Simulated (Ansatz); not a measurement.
## The (0001) surface of hcp Zn in its 1x1 cell, outermost plane spacing 2.54 Å in the ideal cut

These are PBE (plane waves to 420 eV, PAW; Ansatz, an electronic-structure program) values and carry that method's errors.

Model: 5-atom slab, 10.2 Å thick at the start (thin: gaps and levels are the slab's own), 16x16x1 mesh, Fermi-Dirac 0.1 eV, dipole correction, all atoms relaxed; symmetry of the start imposed; no spin, no spin-orbit, no U.

The surface energy (mean of both faces) is 0.30 J/m² and the surface energy before relaxation is 0.33 J/m². The work function of the top face comes out as 3.98 eV. The energy released by relaxation is 0.023 eV. The cost is very roughly 80 core-seconds.
